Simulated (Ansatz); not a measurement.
Start from Au in the fcc (Cu type) structure (space group Fm-3m, No. 225; a = 4.1245 Å; relaxed with 0.1 eV smearing). Axes: x, y, z lie along the cube axes.

Structures relaxed with Ansatz (a first-principles code) r2SCAN, no SOC.

Base:

Simulated powder pattern, Cu Kα1, λ = 1.54056 Å (kinematic, ideal powder, no thermal factors, no anomalous dispersion; the 10 strongest lines at most, above 2 %, up to 2θ = 90°):

| 2θ (°) | I/Imax (%) | hkl |
|---|---|---|
| 37.75 | 100 | (111) |
| 43.86 | 49 | (200) |
| 63.77 | 33 | (220) |
| 76.54 | 40 | (311) |
| 80.62 | 12 | (222) |

After one change:

Simulated powder pattern, Cu Kα1, λ = 1.54056 Å (kinematic, ideal powder, no thermal factors, no anomalous dispersion; the 10 strongest lines at most, above 2 %, up to 2θ = 90°):

```tsv
2θ (°)	I/Imax (%)
37.40	100
38.50	31
43.79	65
62.89	22
64.40	21
75.52	13
76.22	26
77.61	13
79.77	12
82.51	3.6
```

Q: Which of these changes matches the shifts?
(A) biaxial strain +0.83 %, plane normal [111], relaxed out of plane
(B) biaxial strain +1.25 %, plane normal [111], relaxed out of plane
(C) biaxial strain +1.67 %, plane normal [111], relaxed out of plane
(D) biaxial strain +2.50 %, plane normal [111], relaxed out of plane

A: B, biaxial strain +1.25 %, plane normal [111], relaxed out of plane. Its volume per atom is 17.64 Å³ against 17.54 Å³, and its space group is R-3m (No. 166).

Whether these cells are dynamically stable was not tested.
